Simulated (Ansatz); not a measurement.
Density of states of InSe (R3m) above the conduction band minimum, PBEsol+D3BJ, rigid bands in Ansatz (an electronic-structure program); cell volume 109.5 Å³.

(energy from edge (eV), 10⁻³ states/eV/cell): (0.006, 1.26); (0.031, 2.90); (0.056, 4.20); (0.081, 5.40); (0.106, 6.64); (0.131, 7.90); (0.156, 9.15); (0.181, 10.5); (0.206, 11.8); (0.231, 13.2); (0.256, 14.6); (0.281, 16.2); (0.319, 18.6); (0.344, 20.3); (0.369, 22.0); (0.394, 23.8); (0.419, 25.5); (0.444, 27.4); (0.469, 29.6); (0.494, 31.9); (0.519, 34.2); (0.544, 36.2); (0.569, 52.3); (0.594, 171)

Task: What effective density of states at 300 K does this give (∫ g(E) exp(−E/k_BT) dE, both spins, divided by the cell's size)?

Result: 5.9e17 cm⁻³, a density-of-states mass of 0.082 mₑ, valleys and band degeneracy included.

Spin-orbit coupling is left out. Geometry: cell and atoms relaxed with PBEsol+D3(BJ).

Formula and space group known from diffraction (Crystallography Open Database), not checked to be the room-temperature form: InSe (R3m).
